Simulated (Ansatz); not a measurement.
The reference is Zr in the hcp (Mg type) structure (space group P6_3/mmc, No. 194; a = 3.246 Å, c = 5.151 Å).

The values are results of r2SCAN (Ansatz, a program for electronic structure, PAW, no spin-orbit coupling), not measurements.

One change was made to it. Results:

| quantity | base | after |
|---|---|---|
| c/a ratio | 1.587 | 1.643 |
| shortest interatomic distance | 318.5 pm | 297.4 pm |

Problem. Name the change that was made.
A) pressure −2 GPa
B) pressure 4.5 GPa
C) pressure 0.9 GPa
D) pressure 30 GPa

Solution. D, pressure 30 GPa. For comparison, the c/a ratio in the other runs: pressure −2 GPa gives 1.585; pressure 0.9 GPa gives 1.587; pressure 4.5 GPa gives 1.591.

Load acts through the strain it causes; cell and atoms are relaxed under it. No phonon test of stability was made. All final runs are without spin polarisation. Measured, Zr leaves this structure (for the ω phase) near 3 GPa (temperature not stated; as listed in C. Cazorla, D. Alfè, M. J. Gillan, Physical Review B (2008)).
